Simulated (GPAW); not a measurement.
Input and output of a relaxation of cell and atoms for As (P-1, 2 atoms in the cell) (GPAW).

Method of the run: PBE, GPAW PAW datasets PBE (gpaw-data 1.0.1) (plane waves; GPAW 25.7.0).

```yaml
crystal:
  lattice:
    - [1.87741, 1.08392, 3.70434]
    - [-1.87741, 1.08392, 3.70434]
    - [0.00000, -2.16785, 3.70434]
  atoms:
    - { symbol: As, position: [0.21578, 0.22546, 0.22706] }
    - { symbol: As, position: [0.78422, 0.77454, 0.77294] }
```

Reference input (self-consistent single point, DFT PBE, plane waves, GPAW PAW datasets PBE (gpaw-data 1.0.1)): mode = pw; ecut = 600 eV; xc = PBE; kpts = 7 7 7; mesh shift (steps) = 0 0 0; occupations.name = fermi-dirac; occupations.width = 0.1 eV; nbands = -10; convergence.density = 1e-05 e/electron; symmetry.symmorphic = false; symmetry.tolerance = 0.0005; maxiter = 120. This run's input differs from it in these lines:

```diff
@@ -1,2 +1,4 @@
 from ase import Atoms
+from ase.filters import FrechetCellFilter
+from ase.optimize import BFGS
 from ase.units import GPa
@@ -24,2 +26,10 @@
 
+target = FrechetCellFilter(atoms)
+
+opt = BFGS(target, logfile='-')
+converged = opt.run(fmax=0.02, steps=40)
+print('Relaxation converged:', converged)
+print('Cell:', atoms.cell.cellpar().round(4))
+print(atoms.get_scaled_positions().round(5))
+
 energy = atoms.get_potential_energy()
```

The program printed (abridged):

```
     iter     time        total  log10-change:
                         energy   eigst   dens
iter:   1 --:--:--    -9.329148
iter:   2 --:--:--    -9.329187   -2.97  -1.11
iter:   3 --:--:--    -9.318023   -2.96  -1.14
iter:   4 --:--:--    -9.318292   -4.37  -2.07
iter:   5 --:--:--    -9.317520c  -4.69  -2.17
iter:   6 --:--:--    -9.317525c  -6.60  -2.77
iter:   7 --:--:--    -9.317499c  -5.96  -2.84
iter:   8 --:--:--    -9.317500c  -7.07  -3.45
iter:   9 --:--:--    -9.317501c  -7.65c -3.65
iter:  10 --:--:--    -9.317501c  -8.19c -3.78
iter:  11 --:--:--    -9.317501c -10.06c -4.82
iter:  12 --:--:--    -9.317501c -10.38c -4.90
iter:  13 --:--:--    -9.317501c -11.29c -5.10c
Converged after 13 iterations.

Dipole moment: (0.000000, 0.000000, -0.000000) |e|*Ang

Energy contributions relative to reference atoms: (reference = -123005.947200)

Kinetic:        +18.882641
Potential:      -18.532935
External:        +0.000000
XC:              -9.645413
Entropy (-ST):   -0.006292
Local:           -0.018649
SIC:             +0.000000
--------------------------
Free energy:     -9.320648
Extrapolated:    -9.317501

Showing only first 2 kpts
 Kpt  Band  Eigenvalues  Occupancy
  0     3      4.37752    2.00000
  0     4      4.65654    2.00000
  0     5      7.69035    0.00001
  0     6      8.98228    0.00000

  1     3      4.25678    2.00000
  1     4      4.44570    2.00000
  1     5      8.09833    0.00000
  1     6      9.00374    0.00000

Fermi level: 6.50182

No gap
   [... lines left out ...]
Occupation numbers: Fermi-Dirac:
Atomic positions and initial magnetic moments
Free energy:     -9.338651
Fermi level: 6.39488
No gap
Occupation numbers: Fermi-Dirac:
Atomic positions and initial magnetic moments
Free energy:     -9.350419
Fermi level: 6.22760
No gap
   [... lines left out ...]
    -0.000049    -0.000018     0.000257

Forces in eV/Ang:
  0 As   -0.00528   -0.00437   -0.01402
  1 As    0.00528    0.00437    0.01402

BFGS:   15 --:--:--       -9.356159        0.015147
Relaxation converged: True
Cell: [ 4.1813  4.1877  4.1887 54.2585 54.2568 54.2548]
[[0.22759 0.22675 0.22661]
 [0.77241 0.77325 0.77339]]
Energy (eV): -9.352699
Stress (GPa, Voigt): [-0.0532 -0.0235  0.0412 -0.0028 -0.0079 -0.0168]
```

The run converged. GPAW prints stress with tension positive. 

Summary of the result:
| Property | Value |
|---|---|
| Free energy E − TS (from the program's reference atoms) | -9.3562 eV |
| Fermi level (on the code's own zero) | 6.50 eV |
| Pressure | 0.01 GPa |
| Largest force (vector length) | 0.016 eV/Å |
| Final cell | a = 4.181 Å, b = 4.188 Å, c = 4.189 Å, α = 54.26°, β = 54.26°, γ = 54.25° |
| Final volume per atom | 22.46 Å³ |
| Relaxation steps | 15 |

The starting cell comes from a database of computed structures (which also holds hypothetical and non-ambient phases and stackings), without a prior relaxation at this level. Its atoms were displaced at random from the sites of space group no. 166.

Cost on one core of a shared machine: roughly 9 min.
